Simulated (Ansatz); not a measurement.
The structure below was relaxed with PBE/PAW in Ansatz (an electronic-structure program), no spin-orbit coupling.

Space group Cmmm (No. 65); a = 6.489 Å, b = 9.072 Å, c = 6.509 Å, α = β = γ = 90.00°

```json
[
 {"atom": "Al", "site": "2b", "symmetry": "mmm", "x": "0.0000", "y": "0.5000", "z": "0.0000"},
 {"atom": "Lu", "site": "2d", "symmetry": "mmm", "x": "0.5000", "y": "0.5000", "z": "0.5000"},
 {"atom": "Lu", "site": "8m", "symmetry": "..2", "x": "0.2500", "y": "0.2500", "z": "0.2415"},
 {"atom": "Ti", "site": "2a", "symmetry": "mmm", "x": "0.0000", "y": "0.0000", "z": "0.0000"},
 {"atom": "Ti", "site": "2c", "symmetry": "mmm", "x": "0.0000", "y": "0.5000", "z": "0.5000"}
]
```

Task: Write out a cell with all atoms.

Result: 
```cif
data_Al2Lu10Ti4
_chemical_formula_sum 'Al2 Lu10 Ti4'
_space_group_name_H-M_alt 'P 1'
_space_group_IT_number 1
_cell_length_a 6.48903
_cell_length_b 9.07206
_cell_length_c 6.50874
_cell_angle_alpha 90.000
_cell_angle_beta 90.000
_cell_angle_gamma 90.000
loop_
_space_group_symop_operation_xyz
  'x, y, z'
loop_
_atom_site_label
_atom_site_type_symbol
_atom_site_fract_x
_atom_site_fract_y
_atom_site_fract_z
_atom_site_occupancy
Al1 Al 0.50000 0.00000 0.00000 1
Lu1 Lu 0.00000 0.00000 0.50000 1
Lu2 Lu 0.25000 0.75000 0.75846 1
Lu3 Lu 0.25000 0.25000 0.24154 1
Lu4 Lu 0.25000 0.25000 0.75846 1
Lu5 Lu 0.25000 0.75000 0.24154 1
Ti1 Ti 0.00000 0.00000 0.00000 1
Ti2 Ti 0.50000 0.00000 0.50000 1
Al2 Al 0.00000 0.50000 0.00000 1
Lu6 Lu 0.50000 0.50000 0.50000 1
Lu7 Lu 0.75000 0.25000 0.75846 1
Lu8 Lu 0.75000 0.75000 0.24154 1
Lu9 Lu 0.75000 0.75000 0.75846 1
Lu10 Lu 0.75000 0.25000 0.24154 1
Ti3 Ti 0.50000 0.50000 0.00000 1
Ti4 Ti 0.00000 0.50000 0.50000 1
```
This is the conventional cell.

Each cell is one ordered arrangement of few atoms, which overstates ordering effects compared with a random alloy. Stability against distortions was not tested. All final runs are without spin polarisation. The cell was made from TiAl3 by this change: x(Lu) = 0.833, 8 atoms, Cmmm. Lu5Ti2Al has a high density of states at the Fermi level and may be magnetic at this level.
